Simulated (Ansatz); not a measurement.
Seebeck coefficient (μV/K, mean over directions) of n-type WSe2 (P6_3/mmc) against carrier density, PBEsol+D3BJ, rigid bands run with Ansatz (a first-principles code). Computed gap 0.67 eV; densities at which minority carriers matter at this gap, or further valleys turn the trend, are left out. Conductivity mass 0.41 mₑ (harmonic mean over directions), N_c = 3.8e19 cm⁻³ at 300 K.

```tsv
electron density	300 K	500 K
1e18 cm⁻³	-528	-595
3e18 cm⁻³	-434	-501
1e19 cm⁻³	-331	-398
3e19 cm⁻³	-241	-305
1e20 cm⁻³	[?]	[?]
3e20 cm⁻³	-85	-130
1e21 cm⁻³	-41	-68
```

Question: Some entries are withheld; supply them.

Answer: 
- 1e20 cm⁻³, 300 K: -150
- 1e20 cm⁻³, 500 K: -208

Rigid bands with a gap fixed in temperature, one relaxation time for all states, no polarons or phonon drag, and whether or not such doping can be reached. Spin-orbit coupling is left out. Geometry: cell and atoms relaxed with PBEsol+D3(BJ).
